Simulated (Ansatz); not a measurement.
Effect of uniaxial stress, 2 GPa tension along x on SnSe

Start from SnSe in the GeS type structure (space group Pnma, No. 62; a = 11.5358 Å, b = 4.1209 Å, c = 4.5782 Å; layered, stacked along the Cartesian x axis). Axes: x, y, z lie along a, b, c of the conventional cell.

It is then changed as follows: uniaxial stress, 2 GPa tension along x, with the cell and atoms free to relax against it.

Method: r2SCAN+rVV10 (Ansatz, a first-principles code; PAW; 500 eV plane waves; spin-orbit coupling left out). k-mesh 3×8×7 (Γ-centred); smearing 0.05 eV (Fermi–Dirac).

```csv
quantity,base,changed,shift
space group,Pnma (No. 62),Pnma (No. 62),–
shortest interatomic distance,2.757 Å,2.756 Å,-0.001 Å
energy relative to the base (free energy F),0 meV/atom,+10 meV/atom,+10 meV/atom
band gap,0.89 eV,0.62 eV,-0.27 eV
gap character,"indirect, k = (0, 0, 0.429) in the run's primitive reciprocal basis → Y–Γ (33 % along)","indirect, k = (0, 0, 0.429) in the run's primitive reciprocal basis → Γ",–
width of the top valence band,1.54 eV,1.77 eV,+0.23 eV
electron mass,"1.1 mₑ along a, 0.16 mₑ along b, 0.18 mₑ along c (off the special points)","0.091 mₑ along x, 0.94 mₑ along y, 1.6 mₑ along z (at Γ)",–
"strain response (xx, yy, zz)",–,"(+5.57, +0.36, −2.06) %",–
```

Final structure:

```xyz
8
Lattice="12.1782 0.0000 0.0000 0.0000 4.1358 0.0000 0.0000 0.0000 4.4841" Properties=species:S:1:pos:R:3 pbc="T T T"
Sn     1.5229     1.0339     0.4664
Sn     4.5662     3.1018     2.7084
Sn    10.6553     3.1018     4.0177
Sn     7.6120     1.0339     1.7757
Se    10.3388     1.0339     2.1731
Se     7.9286     3.1018     4.4152
Se     1.8394     3.1018     2.3109
Se     4.2497     1.0339     0.0689
```

Effective masses come from finite differences of ±0.01 Å⁻¹. Stability under load was not tested beyond the relaxation.
